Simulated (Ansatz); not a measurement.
The reference is Si in the diamond structure (space group Fd-3m, No. 227; a = 5.434 Å). Axes: x, y, z lie along the cube axes.

Computed with PBEsol, PAW, 420 eV (Ansatz, a program for electronic structure; spin-orbit coupling left out).

For the base:

| Quantity | Value |
|---|---|
| Band gap | 0.47 eV |

The change: the symmetric strain tensor [-0.0058 0.0018 -0.0017; 0.0018 -0.0061 0.0095; -0.0017 0.0095 -0.0039]; the atoms relax in the strained cell.

Question: What does the calculation give for the band gap after the change?

Answer: The band gap drops by 0.173 eV to 0.29 eV.

Question: What does the calculation give for the energy relative to the base after the change?

Answer: The energy increases by 3.3 meV/atom.

Question: What happens to the stress?

Answer: The stress (xx, yy, zz, yz, xz, xy; compression positive) comes out as (1.57, 1.62, 1.41, -1.41, 0.25, -0.27) GPa.

Stability against distortions was not tested. A zero or small gap of Si under strain tensor (xx, yy, zz, yz, xz, xy) = (−0.58, −0.61, −0.39, +0.95, −0.17, +0.18) % can be the functional's error rather than a property of the material.
